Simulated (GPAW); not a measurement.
GPAW run on Pt₃Ti (Pm-3m, 4 atoms in the cell): self-consistent single point

Method of the run: PBE, GPAW PAW datasets PBE (gpaw-data 1.0.1) (plane waves; GPAW 25.7.0).

The input file:

```python
from ase import Atoms
from ase.units import GPa
from gpaw import GPAW, PW, FermiDirac

atoms = Atoms(['Ti', 'Pt', 'Pt', 'Pt'],
              cell=[[3.920000, 0.000000, 0.000000],
                    [0.000000, 3.920000, 0.000000],
                    [0.000000, 0.000000, 3.920000]],
              scaled_positions=[[0.000000, 0.000000, 0.000000],
                                [0.000000, 0.500000, 0.500000],
                                [0.500000, 0.000000, 0.500000],
                                [0.500000, 0.500000, 0.000000]],
              pbc=True)

calc = GPAW(mode=PW(850),
            xc='PBE',
            kpts={'size': (6, 6, 6), 'gamma': True},
            occupations=FermiDirac(0.1),
            nbands=-12,
            convergence={'density': 1e-05},
            symmetry={'symmorphic': False, 'tolerance': 0.0005},
            maxiter=150,
            txt='-')

atoms.calc = calc

energy = atoms.get_potential_energy()
print('Energy (eV):', round(energy, 6))
forces = atoms.get_forces()
print('Forces (eV/Ang):')
print(forces.round(5))
stress = atoms.get_stress()
print('Stress (GPa, Voigt):', (stress / GPa).round(4))
```

The program printed (abridged):

```
Input parameters:
  convergence: {density: 1e-05}
  kpts: {gamma: True,
         size: (6, 6, 6)}
  maxiter: 150
  mode: {ecut: 850.0,
         name: pw}
  nbands: -12
  occupations: {fixmagmom: False,
                name: fermi-dirac,
                width: 0.1}
  symmetry: {symmorphic: False,
             tolerance: 0.0005}
  xc: PBE

species:
  Ti:
    name: Titanium
    Z: 22.0
    valence: 12
    core: 10
    charge: 0.0
    file: Ti.PBE.gz

    # Using partial waves for Ti as LCAO basis

  Pt:
    name: Platinum
    Z: 78.0
    valence: 16
    core: 62
    charge: 0.0
    file: Pt.PBE.gz

    # Using partial waves for Pt as LCAO basis

Reference energy: -1524350.102584  # eV

Spin-paired calculation

Convergence criteria:
 Maximum [total energy] change in last 3 cyles: 0.0005 eV / valence electron
 Maximum integral of absolute [dens]ity change: 1e-05 electrons / valence electron
 Maximum integral of absolute [eigenst]ate change: 4e-08 eV^2 / valence electron
 Maximum number of scf [iter]ations: 150

Symmetries present (total): 48
Symmetries with fractional translations: 0
216 k-points: 6 x 6 x 6 Monkhorst-Pack grid + [1/12,1/12,1/12]
20 k-points in the irreducible part of the Brillouin zone
       k-points in crystal coordinates                weights
   0:     0.00000000    0.00000000    0.00000000          1/216
   1:     0.16666667    0.00000000    0.00000000          6/216
   2:     0.16666667    0.16666667    0.00000000         12/216
   [... 7 lines left out ...]
          ...
  19:     0.50000000    0.50000000    0.50000000          1/216

Wave functions: Plane wave expansion
  Cutoff energy: 850.000 eV
  Number of coefficients (min, max): 3375, 3448
  Pulay-stress correction: 0.000000 eV/Ang^3 (de/decut=0.000000)

Occupation numbers: Fermi-Dirac:
  width: 0.1000  # eV

Eigensolver

Densities:
  Coarse grid: 27*27*27 grid
  Fine grid: 54*54*54 grid
  Total Charge: 0.000000

Density mixing:
  Method: separate
  Backend: pulay
  Linear mixing parameter: 0.05
  old densities: 5
  Damping of long wavelength oscillations: 50

Hamiltonian:
  XC and Coulomb potentials evaluated on a 54*54*54 grid
  External potential:
    NoExternalPotential

XC parameters: PBE with 2 nearest neighbor stencil

Number of atoms: 4
Number of atomic orbitals: 49
Number of bands in calculation: 42
Number of valence electrons: 60
Bands to converge: occupied

Density initialized from atomic densities
  42 bands from LCAO basis set

Atomic positions and initial magnetic moments

Positions:
   0 Ti     0.000000    0.000000    0.000000    ( 0.0000,  0.0000,  0.0000)
   1 Pt     0.000000    1.960000    1.960000    ( 0.0000,  0.0000,  0.0000)
   2 Pt     1.960000    0.000000    1.960000    ( 0.0000,  0.0000,  0.0000)
   3 Pt     1.960000    1.960000    0.000000    ( 0.0000,  0.0000,  0.0000)

Unit cell:
           periodic     x           y           z      points  spacing
  1. axis:    yes    3.920000    0.000000    0.000000    27     0.1452
  2. axis:    yes    0.000000    3.920000    0.000000    27     0.1452
  3. axis:    yes    0.000000    0.000000    3.920000    27     0.1452

  Lengths:   3.920000   3.920000   3.920000
  Angles:   90.000000  90.000000  90.000000

Effective grid spacing dv^(1/3) = 0.1452

     iter     time        total  log10-change:
                         energy   eigst   dens
iter:   1 --:--:--   -32.071335
iter:   2 --:--:--   -31.099649   -1.37  -1.30
iter:   3 --:--:--   -30.583932   -2.40  -1.40
iter:   4 --:--:--   -29.516544   -1.33  -1.46
iter:   5 --:--:--   -29.390751   -2.45  -1.96
iter:   6 --:--:--   -29.369696   -3.70  -2.17
iter:   7 --:--:--   -29.380032c  -2.60  -2.24
iter:   8 --:--:--   -29.364099c  -3.59  -2.67
iter:   9 --:--:--   -29.368150c  -3.95  -2.95
iter:  10 --:--:--   -29.364899c  -3.93  -2.66
iter:  11 --:--:--   -29.364221c  -4.32  -3.24
iter:  12 --:--:--   -29.364292c  -6.25  -3.87
iter:  13 --:--:--   -29.364296c  -6.56  -3.91
iter:  14 --:--:--   -29.364221c  -5.60  -3.94
iter:  15 --:--:--   -29.364223c  -6.16  -3.87
iter:  16 --:--:--   -29.364224c  -7.33  -4.45
iter:  17 --:--:--   -29.364229c  -8.40c -4.53
iter:  18 --:--:--   -29.364242c  -7.79c -4.55
iter:  19 --:--:--   -29.364240c  -8.10c -4.88
iter:  20 --:--:--   -29.364234c  -9.12c -5.36c

Converged after 20 iterations.

Dipole moment: (-0.000000, -0.000000, -0.000000) |e|*Ang

Energy contributions relative to reference atoms: (reference = -1524350.102584)

Kinetic:        -10.286111
Potential:       +2.463844
External:        +0.000000
XC:             -20.084331
Entropy (-ST):   -0.061694
Local:           -1.426790
SIC:             +0.000000
--------------------------
Free energy:    -29.395082
Extrapolated:   -29.364234

Showing only first 2 kpts
 Kpt  Band  Eigenvalues  Occupancy
  0    28     12.25064    0.85492
  0    29     13.63081    0.00000
  0    30     13.63081    0.00000
  0    31     13.89327    0.00000

  1    28     12.24862    0.86484
  1    29     12.25154    0.85053
  1    30     13.28749    0.00005
  1    31     13.28749    0.00005

Fermi level: 12.22142

No gap
No difference between direct/indirect transitions
Energy (eV): -29.364234

Forces in eV/Ang:
  0 Ti   -0.00000    0.00000   -0.00000
  1 Pt    0.00000    0.00000    0.00000
  2 Pt    0.00000    0.00000    0.00000
  3 Pt    0.00000    0.00000    0.00000

Stress tensor:
    -0.033039     0.000000     0.000000
     0.000000    -0.033039     0.000000
     0.000000     0.000000    -0.033039
Stress (GPa, Voigt): [-5.2934 -5.2934 -5.2934  0.      0.      0.    ]
```

The run converged in 20 iterations. GPAW prints stress with tension positive.

The starting cell has typed, rounded lattice constants, without a prior relaxation at this level. Spin-orbit coupling is off. Spin polarisation is off. With a pressure of about 5 GPa the cell is away from its equilibrium volume at this level.

Cost on one core of a shared machine: roughly 50 s.
